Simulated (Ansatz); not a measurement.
**SiO2: pressure series**

Base system: SiO₂ in the rutile structure (space group P4_2/mnm, No. 136; a = 4.1549 Å, c = 2.6615 Å).

Cell and atoms are relaxed at each pressure.

The values are results of LDA/PAW in Ansatz (a quantum-chemistry and plane-wave program), no spin-orbit coupling, not measurements.

| pressure (GPa) | volume per atom (Å³/atom) |
|---|---|
| -2 | 7.708 |
| -1 | 7.682 |
| 0 | 7.657 |
| 0.9 | 7.635 |
| 2.1 | 7.606 |
| 9 | 7.451 |
| 15 | 7.329 |
| 22.5 | ? |
| 30 | 7.066 |

Task: Fit the third-order Birch–Murnaghan form P(V) = (3B₀/2)[(V₀/V)^(7/3) − (V₀/V)^(5/3)]·[1 + (3/4)(B₀′ − 4)((V₀/V)^(2/3) − 1)] (squares taken in P) to the rows shown and predict the withheld row.

Result: Least squares on the printed values gives V₀ = 7.657 Å³/atom, B₀ = 309 GPa, B₀′ = 4.7; this predicts 7.191 Å³/atom, and the run gives 7.191 Å³/atom, in agreement.

Measured bulk modulus of SiO2: 309.9 GPa (room temperature; as listed in arXiv:1001.2066); the computed value is for a static lattice, so the two differ by thermal effects too.

Load acts through the strain it causes; cell and atoms are relaxed under it. Stability against distortions was not tested. No other phases were tried under pressure.
